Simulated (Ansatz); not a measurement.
Structure of amorphous Hf₁₈O₃₇Na₂ (periodic cell):

```
Hf18Na2O37
1.0
    8.96433     0.03968    -0.45571
    0.03968     9.22774    -0.28628
   -0.45571    -0.28628     8.98099
Hf O Na
18 37 2
Direct
  0.54852   0.31180   0.98644
  0.94996   0.21251   0.49238
  0.40759   0.63164   0.78921
  0.98249   0.76216   0.94624
  0.86717   0.83432   0.58014
  0.08648   0.56663   0.45744
  0.21837   0.85067   0.29434
  0.55266   0.00450   0.42755
  0.17590   0.34991   0.87075
  0.62875   0.90554   0.83844
  0.33354   0.32931   0.57196
  0.33374   0.53148   0.17705
  0.78394   0.51290   0.72229
  0.20458   0.96184   0.65456
  0.88824   0.44040   0.09184
  0.78226   0.07272   0.16601
  0.18409   0.21239   0.24184
  0.63636   0.72552   0.18462
  0.84432   0.65295   0.12982
  0.49526   0.20396   0.50800
  0.97521   0.03460   0.60862
  0.99816   0.08674   0.26087
  0.18753   0.17298   0.47500
  0.14419   0.62468   0.25136
  0.34196   0.30770   0.07809
  0.98319   0.38840   0.32785
  0.07769   0.82213   0.76531
  0.75080   0.11879   0.38781
  0.80538   0.33537   0.59833
  0.40963   0.73568   0.24663
  0.27463   0.57612   0.59874
  0.73815   0.28271   0.14388
  0.58369   0.10284   0.93992
  0.97922   0.52791   0.89928
  0.23272   0.13929   0.79659
  0.71685   0.79915   0.39770
  0.59983   0.94949   0.19277
  0.56931   0.55726   0.66454
  0.35450   0.92135   0.49210
  0.10544   0.36882   0.64940
  0.66729   0.96022   0.63320
  0.56865   0.72660   0.95539
  0.79387   0.74936   0.77235
  0.56141   0.50539   0.17048
  0.07825   0.80638   0.46237
  0.13686   0.86203   0.08041
  0.40531   0.37783   0.80096
  0.29614   0.40052   0.35590
  0.05576   0.29266   0.04399
  0.90105   0.60863   0.55600
  0.27333   0.56357   0.95547
  0.71923   0.41866   0.91087
  0.32266   0.04809   0.24205
  0.82827   0.92781   0.99390
  0.39436   0.85736   0.77476
  0.34118   0.98807   0.99972
  0.63877   0.36625   0.38939
```

Methods: PBE, scalar-relativistic without spin-orbit coupling (Ansatz, an electronic-structure program); r2SCAN, scalar-relativistic without spin-orbit coupling (Ansatz); HSE06, scalar-relativistic without spin-orbit coupling (Ansatz). Neutral PBE cell, which sets geometry, pressure and energy: sampling: a 2×2×2 Γ-centred mesh; Fermi-Dirac width 0.02 eV; no spin polarisation. Exact exchange is cut at the faces of this 9 Å cell, which leaves hybrid gaps a finite-size error.

A CHGNet melt-quench gave the starting glass, which DFT then relaxed. O atoms were pushed apart under 1.9 Å during the dynamics, to hinder bonds among them. The hot cell started wider than the set density and was brought back towards it in steps. It is the lowest in DFT energy of 2 quenches. It is a model cell: composition and starting density were chosen by hand, and all elements were melted together. No dispersion term was used. Its density started from a set value of 8.64 and ended at 8.64 g/cm³. Cooling (nominally 450 K/ps over its main leg) ran many orders faster than in experiment, which tends to leave more defects and strain. A cell of this size samples the disorder only roughly. The volume was held where the preparation left it and the shape relaxed.

Give the pressure and the spacing of the highest filled and lowest empty levels.


The pressure on a 2×2×2 Γ-centred mesh is 0.83 GPa. The largest force and stress component on that mesh (the relaxation ran on the zone centre alone) comes out as 0.12 eV/Å and 0.9 GPa and the level gap on a 2×2×2 Γ-centred mesh (PBE) comes out as 4.07 eV. The level gap at the zone centre (PBE) comes out as 4.20 eV and the level gap at the zone centre (r2SCAN) comes out as 4.68 eV. The level gap at the zone centre (HSE06) comes out as 5.77 eV and the distance between the nearest levels spread over more than a fifth of the atoms or a third of the atoms of their main element (six at least) (PBE, zone centre) is 4.29 eV.

At PBE and the zone centre, how localised are the states just below and above the Fermi level (participation number: the atoms over which a state spreads)?

The highest filled state is spread over 6.8 atoms' worth, largest on O39, with weights by element (charge in smoothed Voronoi cells) O 0.94, Hf 0.05, Na 0.01. The lowest empty state is spread over 25.2 atoms' worth, largest on Hf6, with weights by element (charge in smoothed Voronoi cells) Hf 0.55, O 0.43, Na 0.02.

At PBE the levels at the filled edge of the gap are localised (band-tail or defect states).

Bonds are counted up to Hf-Hf 3.34 Å, Hf-O 2.74 Å, Hf-Na 3.50 Å, O-O 1.58 Å, O-Na 2.78 Å, Na-Na 3.65 Å. Two cations that share two anions don't count as bonded, nor two that share one unless they lie closer than Hf-Hf 3.25 Å, Hf-Na 3.40 Å, Na-Na 3.55 Å.

Added carriers, by PBE, scalar-relativistic without spin-orbit coupling run with Ansatz on the zone centre alone. Charged cells keep the cell fixed and stand in a uniform background, with no image correction, at a width of 0.01 eV; where the count is odd the moment is locked at 1 μB, unless the neutral cell bore moments. Each starts from the undistorted neutral geometry alone. PBE's self-interaction favours spread-out carriers, so it can miss traps that a hybrid finds.

What happens at PBE when the cell takes an extra electron and the atoms relax?

Relaxation lowers the charged cell by 0.21 eV. The largest moves are O40 0.16 Å, Hf11 0.13 Å, O48 0.13 Å, O35 0.10 Å. The level that holds the added charge spreads over 12.4 atoms' worth, most on Hf11 (weight 0.18): a partly localised carrier. No bond crosses its cut-off with a change of over 0.15 Å (metal-metal contacts aside). Made neutral again at that geometry, the cell lies +0.42 eV from the neutral start.

What happens at PBE when the cell takes a hole and the atoms relax?

Relaxation lowers the charged cell by 0.21 eV. The largest moves are O55 0.19 Å, O42 0.17 Å, O53 0.16 Å, Na56 0.11 Å. The level that was emptied spreads over 4.2 atoms' worth, most on O39 (weight 0.39): a localised (trapped) carrier, which neighbours of that atom can share. No bond crosses its cut-off with a change of over 0.15 Å (metal-metal contacts aside). Made neutral again at that geometry, the cell lies +0.66 eV from the neutral start.
